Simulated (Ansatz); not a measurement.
Here is the system:

```xyz
3
Lattice="3.6911 0.0000 0.0000 -1.8456 3.1966 0.0000 0.0000 0.0000 4.7965" Properties=species:S:1:pos:R:3 pbc="T T T"
Pt     0.0000     0.0000     0.0000
S      1.8456     1.0655     1.1591
S      0.0000     2.1311     3.6374
```

No spin polarisation.

All numbers come from PBE-D3(BJ)/PAW in Ansatz (a quantum-chemistry and plane-wave program), spin-orbit coupling left out. Γ-centred 15×15×10 mesh, Fermi–Dirac width 0.05 eV.

Question: Predict the pressure, valence-band top at Γ and band gap.

Answer: 
- Pressure (mean of the normal stresses, compression positive) = -6.1 GPa
- Valence-band top at Γ (three highest levels, from the VBM) = 0.00, -1.44, -1.44 eV
- Band gap = 0.27 eV

With Pt present, leaving out spin-orbit coupling can change the band edges. The cells carry an imposed strain or load. Stability against distortions was not tested. The cell was made from PtS2 in the CdI2 type structure (space group P-3m1, No. 164; layered, stacked along the Cartesian z axis) by this change: isotropic strain +3.00 %. A zero or small gap of PtS2 can be the functional's error rather than a property of the material.
